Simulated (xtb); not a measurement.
xtb 6.7.1, GFN1-xTB: Nb(Br)2(OSiH3)3 ([SiH3][O][Nb]([Br])([Br])([O][SiH3])[O][SiH3]), 18 atoms. The geometry is a generated start, not checked to be a minimum at this level.

* **method**: GFN1-xTB
* **--acc**: 1 (default)
* **--etemp (K)**: 300 (default)
* **detailed input (--input)**: none: ANC optimiser, Lindh (1995) Hessian, microcycle=20, maxdispl=1.0, hlow=0.01 (default)
* **basis functions**: 90
* **valence electrons**: 58

```xyz
18

Nb     0.4049     0.4346     0.0227
Br     2.6178     0.8656    -0.9728
Br     0.1344     1.9510     1.9561
O      1.1977    -0.7409     1.1321
Si     1.9482    -1.8376     2.0550
H      0.9043    -2.3641     2.9437
H      3.0055    -1.1073     2.7630
H      2.4589    -2.8369     1.1061
O     -0.2684     1.7505    -1.0077
Si    -0.6778     3.1290    -1.7473
H     -1.8232     2.7827    -2.5959
H      0.5200     3.5247    -2.5008
H     -1.0198     4.0558    -0.6597
O     -0.8714    -0.7772    -0.5197
Si    -1.9368    -1.9876    -0.5006
H     -1.3853    -3.0036    -1.4035
H     -3.1949    -1.3954    -0.9681
H     -2.0141    -2.4432     0.8973
```

Charge 0 and multiplicity 1 are set for this test and not shown to be the ground state.

The structure is relaxed from this start with --opt LEVEL for the levels crude, sloppy, loose, lax, normal, tight, vtight, extreme, once each. Up to the end of the extreme run atoms move by at most 1.1 Å along an axis.

Problem. Choose the cheapest level whose final energy lies within 5 meV of that of extreme.

Solution. tight: 92 cycles against 132, ending 0.14 meV above.

```tsv
level	cycles	energy above the extreme run (meV)	gradient norm (eV/Å)
crude	4	39	0.51
sloppy	7	30	0.27
loose	9	26	0.094
lax	18	16	0.12
normal	21	15	0.034
tight	92	0.14	0.017
vtight	108	0.060	0.0024
extreme	132	—	0.0015
```
